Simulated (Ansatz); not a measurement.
The starting structures come from a database of crystals and need not be the phases stable at ambient conditions.

 Where the default PAW files enter, the runs use the earlier of Ansatz's two default sets.

Inside the gap of an insulator the Bloch states are evanescent, with a wavenumber k + iκ along the transport direction.

Given:

```xyz
12
Lattice="4.7294 0.0000 0.0000 0.0000 4.7294 0.0000 0.0000 0.0000 7.5011" Properties=species:S:1:pos:R:3 pbc="T T T"
Te     4.6005     4.6005     0.0000
Te     2.4936     2.2358     5.6258
Te     0.1289     0.1289     3.7505
Te     2.2358     2.4936     1.8753
O      3.5000     4.0697     1.3857
O      3.0244     1.1353     7.0115
O      1.2293     0.6597     5.1362
O      1.7050     3.5940     3.2609
O      1.1353     3.0244     0.4896
O      0.6597     1.2293     2.3649
O      3.5940     1.7050     4.2401
O      4.0697     3.5000     6.1154
```

Space group of this cell: P4_32_12. The cell is strained (all lengths scaled by 0.98); by r2SCAN its mean pressure is 10.9 GPa.

Transport runs along the normal of the first two printed cell vectors, the (001) plane of the conventional cell.

No gap correction and no spin-orbit coupling; mid-gap values are interpolated between computed energies.

Question: State the band gap and the smallest decay constant κ at mid-gap according to r2SCAN run with Ansatz (a program for electronic structure).

Answer: Gap 3.76 eV on a 6×6×4 mesh; κ = 0.392 1/Å, at (0.167, 0.167) of the in-plane reciprocal vectors. At the zone centre, at the nearest computed energy, the slowest state has κ = 0.41 1/Å.
